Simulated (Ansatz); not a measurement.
The starting structures come from a database of crystals and need not be the phases stable at ambient conditions.

 Where the default PAW files enter, the runs use the earlier of Ansatz's two default sets.

By PBEsol, the system below comes out a metal.

The ballistic (Sharvin) conductance counts the channels at the Fermi level: G/A = (e²/h) × channels of both spins per area.

Data:

```xyz
1
Lattice="2.9056 0.0000 0.0000 -1.4528 2.5163 0.0000 1.4528 0.8388 2.3724" Properties=species:S:1:pos:R:3 pbc="T T T"
Ti     0.0000     0.0000     0.0000
```

Space group of this cell: Fm-3m, fcc (Cu type). The cell is taken as given; by PBEsol its mean pressure is -4.2 GPa.

The current flows along the normal of the first two printed cell vectors, the (111) plane of the conventional cell. No spin-orbit coupling; the value is a mean over 0.1 eV about the Fermi level.

### Question
Compute, with PBEsol run with Ansatz (a program for electronic structure), the ballistic conductance per area.

### Answer
1.4 × 10¹⁵ S/m² for both spins.
